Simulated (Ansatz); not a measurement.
Data:

```xyz
4
Lattice="2.5710 0.0000 0.0000 -1.2855 2.1648 0.0000 0.0000 0.0000 6.5253" Properties=species:S:1:pos:R:3 pbc="T T T"
B      0.0000     1.4644     1.6313
B      1.2855     0.7005     4.8940
N      0.0000     1.4151     4.8940
N      1.2855     0.7498     1.6313
```

No spin polarisation.

Method: r2SCAN+rVV10/PAW in Ansatz (a quantum-chemistry and plane-wave program), scalar-relativistic without spin-orbit coupling, earlier PAW set. Settings: 15×15×5 k-points, 0.05 eV Fermi–Dirac smearing.

**Question.** What stress (xx, yy, zz, yz, xz, xy; compression positive) does the calculation give?

**Answer.** (-24.48, -5.23, -0.04, 0.00, 0.00, 0.00) GPa.

**Question.** Predict the space group.

**Answer.** Cmcm (No. 63).

The cells carry an imposed strain or load. No phonon test of stability was made. The cell was made from BN in the h-BN type structure (space group P6_3/mmc, No. 194; layered, stacked along the Cartesian z axis) by this change: uniaxial strain ε_xx = +2.85 %.
